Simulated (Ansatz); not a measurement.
# A computed series for BAs: pressure series

Start from BAs in the zinc blende structure (space group F-43m, No. 216; a = 4.784 Å).

Cell and atoms are relaxed at each pressure.

Level of theory: Ansatz (a quantum-chemistry and plane-wave program), r2SCAN, PAW, cutoff 500 eV, scalar-relativistic without spin-orbit coupling.

Candidates:
(a) pressure 2.1 GPa
(b) pressure 15 GPa
(c) pressure 22.5 GPa
(d) pressure 0.9 GPa
(e) pressure 30 GPa

Before the change:

The width of the top valence band is 5.41 eV.

**Question.** Order them by width of the top valence band, highest first.

**Answer.** (e) pressure 30 GPa (6.42 eV), (c) pressure 22.5 GPa (6.21 eV), (b) pressure 15 GPa (5.97 eV), (a) pressure 2.1 GPa (5.50 eV), (d) pressure 0.9 GPa (5.45 eV)

The levels and masses belong to the bands next to the band gap. Load acts through the strain it causes; cell and atoms are relaxed under it. Whether these cells are dynamically stable was not tested. Competing high-pressure phases were not computed.
